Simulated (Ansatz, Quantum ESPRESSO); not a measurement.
Code comparison for MgH₂ (P4_2/mnm, 6 atoms in the cell)

Zone-centre phonon calculation.

```
MgH2
1.0
    4.53220     0.00000     0.00000
    0.00000     4.53220     0.00000
    0.00000     0.00000     3.02965
Mg H
2 4
Direct
  0.50000   0.50000   0.50000
  0.00000   0.00000   0.00000
  0.69557   0.69557   0.00000
  0.30443   0.30443   0.00000
  0.80443   0.19557   0.50000
  0.19557   0.80443   0.50000
```

Shared settings, as Ansatz (an electronic-structure program) writes them: kpoints.mp_grid.grid = 6 6 9; scf.occupations.method = fixed. Potentials and cutoffs stand in the table.

| code | model | highest zone-centre frequency, without LO-TO term (cm⁻¹) | mean ε∞ at this mesh | cutoff |
|---|---|---|---|---|
| Ansatz | PBE, default PAW files | 1447 | 3.97 | 420 eV |
| Quantum ESPRESSO | PBE, GBRV 1.5 ultrasoft (PBE) pseudopotentials | 1447 | 3.97 | 40 Ry |

The spread over the programs that give each value: highest zone-centre frequency, without LO-TO term within 0.0 cm⁻¹; mean ε∞ at this mesh within 0.00 .

The starting cell comes from a database of computed structures (which also holds hypothetical and non-ambient phases and stackings), without a prior relaxation at this level. Its lattice was rescaled by a random factor within 2.5 % of one.

Keys are those of Ansatz 0.2.
